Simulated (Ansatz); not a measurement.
The reference is InSe in the beta-GaS type structure (space group P6_3/mmc, No. 194; a = 4.032 Å, c = 16.764 Å; layered, stacked along the Cartesian z axis).

Levels (all Ansatz, a first-principles code, PAW): PBE-D3(BJ) (420 eV, no SOC); r2SCAN (500 eV, without spin-orbit coupling); HSE06 (420 eV, without spin-orbit coupling); PBE+SOC (420 eV, noncollinear with spin-orbit coupling).

One geometry, relaxed with PBE-D3(BJ), under each level:

The valence-band top lists the three highest levels at Γ (Kramers pairs under SOC), from the VBM.

| level | band gap | lowest conduction level above the VBM at special points | valence-band top at Γ | electron mass | hole mass |
|---|---|---|---|---|---|
| PBE-D3(BJ) | 0.37 eV | Γ 0.37 eV; M 1.12 eV; A 1.23 eV; L 1.47 eV | 0.00, -1.09, -1.09 eV | 0.042 mₑ along c, 0.11 mₑ across (at Γ) | 0.041 mₑ along c, 2.9 mₑ across (at Γ) |
| r2SCAN | ___ | ___ | – | – | – |
| HSE06 | 1.10 eV | Γ 1.10 eV; M 1.77 eV; A 1.88 eV | – | – | – |
| PBE+SOC | 0.34 eV | Γ 0.34 eV; M 1.10 eV; A 1.20 eV; L 1.43 eV | 0.00, -0.98, -1.05 eV | 0.040 mₑ along c, 0.11 mₑ across (at Γ) | 0.040 mₑ along c, 1.1 mₑ across (at Γ) |

Give the withheld r2SCAN results.


- r2SCAN, band gap: 0.79 eV
- r2SCAN, lowest conduction level above the VBM at special points: Γ 0.79 eV; M 1.45 eV; A 1.57 eV; L 1.74 eV

Single points use the geometry relaxed with PBE-D3(BJ). Differences between runs with and without spin-orbit coupling are approximate. Masses are band curvatures over ±0.01 Å⁻¹ around the edge. No phonon test of stability was made.
